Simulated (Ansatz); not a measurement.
As (model structure, started from the lonsdaleite type, P6₃/mmc, No. 194, 4 atoms in the cell)

Calculation: r²SCAN+rVV10 in Ansatz (PAW).

Settings: plane-wave cutoff 560 eV, 18×18×10 k mesh (along the axes of the cell as run), Fermi–Dirac smearing 0.05 eV, scalar-relativistic PAW data made under PBE.

Cell (relaxed at this level):

```yaml
crystal:
  lattice:
    - [4.56497, 0.00000, 0.00000]
    - [-2.28249, 3.95338, 0.00000]
    - [0.00000, 0.00000, 5.70687]
  atoms:
    - { symbol: As, position: [0.33333, 0.66667, 0.03564] }
    - { symbol: As, position: [0.66667, 0.33333, 0.53564] }
    - { symbol: As, position: [0.66667, 0.33333, 0.96436] }
    - { symbol: As, position: [0.33333, 0.66667, 0.46436] }
```

| Property | Value |
|---|---|
| band gap | zero (no gap) |

Note: the relaxation could raise the start's symmetry but not lower it, so the cell can be a saddle point.

Spin–orbit coupling is not included.

A model structure was made by putting elements into a prototype or built by hand; it is no filed structure, need not be a known phase, and can be a saddle point held by its symmetry.

Ansatz is an electronic-structure program.
